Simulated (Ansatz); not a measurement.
```xyz
24
Lattice="17.0000 0.0000 0.0000 0.0000 17.0000 0.0000 0.0000 0.0000 5.3223" Properties=species:S:1:pos:R:3 pbc="T T T"
Si    11.4467     8.5000     3.5517
C     11.1751    10.0445     4.4316
C     11.5889     8.5000     1.7705
Si     9.9734    11.0520     3.5518
C      8.5000    11.5889     4.4316
Si    11.0520     9.9734     0.8906
C     10.0445    11.1751     1.7705
Si     7.0266    11.0520     3.5518
C      5.8249    10.0445     4.4316
Si     8.5000    11.4467     0.8906
C      6.9555    11.1751     1.7705
Si     5.5533     8.5000     3.5517
C      5.8249     6.9555     4.4316
Si     5.9480     9.9734     0.8906
C      5.4111     8.5000     1.7705
Si     7.0266     5.9480     3.5518
C      8.5000     5.4111     4.4316
Si     5.9480     7.0266     0.8906
C      6.9555     5.8249     1.7705
Si     9.9734     5.9480     3.5518
C     11.1751     6.9555     4.4316
Si     8.5000     5.5533     0.8906
C     10.0445     5.8249     1.7705
Si    11.0520     7.0266     0.8906
```

Computed with PBE (plane waves to 420 eV, PAW; Ansatz, a first-principles code). Mesh 1×1×6. No spin polarisation. Isolated but for its images some 11 Å away. A hypothetical model, rolled from the flat sheet. It keeps the symmetry and period of its start, so it need not be a minimum against all distortions.

**Question.** Tabulate the two highest filled and two lowest empty levels along the axis, from the valence top.

**Answer.** 
```json
[
 {"k (2π/c)": "0.000", "v2 (eV)": "0.00", "v1 (eV)": "0.00", "c1 (eV)": "0.73", "c2 (eV)": "1.75"},
 {"k (2π/c)": "0.042", "v2 (eV)": "-0.02", "v1 (eV)": "-0.02", "c1 (eV)": "0.76", "c2 (eV)": "1.77"},
 {"k (2π/c)": "0.083", "v2 (eV)": "-0.06", "v1 (eV)": "-0.06", "c1 (eV)": "0.83", "c2 (eV)": "1.85"},
 {"k (2π/c)": "0.125", "v2 (eV)": "-0.14", "v1 (eV)": "-0.14", "c1 (eV)": "0.95", "c2 (eV)": "1.98"},
 {"k (2π/c)": "0.167", "v2 (eV)": "-0.23", "v1 (eV)": "-0.23", "c1 (eV)": "1.09", "c2 (eV)": "2.13"},
 {"k (2π/c)": "0.208", "v2 (eV)": "-0.35", "v1 (eV)": "-0.35", "c1 (eV)": "1.24", "c2 (eV)": "2.29"},
 {"k (2π/c)": "0.250", "v2 (eV)": "-0.48", "v1 (eV)": "-0.48", "c1 (eV)": "1.41", "c2 (eV)": "2.47"},
 {"k (2π/c)": "0.292", "v2 (eV)": "-0.52", "v1 (eV)": "-0.52", "c1 (eV)": "1.58", "c2 (eV)": "2.65"},
 {"k (2π/c)": "0.333", "v2 (eV)": "-0.50", "v1 (eV)": "-0.50", "c1 (eV)": "1.75", "c2 (eV)": "2.83"},
 {"k (2π/c)": "0.375", "v2 (eV)": "-0.48", "v1 (eV)": "-0.48", "c1 (eV)": "1.93", "c2 (eV)": "2.99"},
 {"k (2π/c)": "0.417", "v2 (eV)": "-0.47", "v1 (eV)": "-0.47", "c1 (eV)": "2.12", "c2 (eV)": "2.86"},
 {"k (2π/c)": "0.458", "v2 (eV)": "-0.46", "v1 (eV)": "-0.46", "c1 (eV)": "2.31", "c2 (eV)": "2.69"},
 {"k (2π/c)": "0.500", "v2 (eV)": "-0.46", "v1 (eV)": "-0.46", "c1 (eV)": "2.50", "c2 (eV)": "2.50"}
]
```
